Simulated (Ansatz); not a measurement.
Base system: Pt in the fcc (Cu type) structure (space group Fm-3m, No. 225; a = 3.920 Å; relaxed with 0.1 eV smearing). Axes: x, y, z lie along the cube axes.

Calculations: PBEsol (Ansatz, a first-principles code), no SOC.

Perturbation: the cell is scaled by 0.9700 in all directions; the atoms relax in the strained cell.

### Question
Predict the stress tensor and what it implies for the stiffness.

### Answer
Stress of the strained cell less that of the base (GPa, compression positive):
```
   33.3     0.0     0.0
    0.0    33.3     0.0
    0.0     0.0    33.3
```

Then B = −ΔP/(ΔV/V₀) with ΔV/V₀ = -0.0873 gives secant stiffness values (nonlinear terms included at this strain): B ≈ 381 GPa.

As a check, the harmonic strain energy −½ V₀ Δσ:ε is 140 meV/atom; the computed energy rise is 124 meV/atom.

Stability against distortions was not tested. The final runs are not spin-polarised.
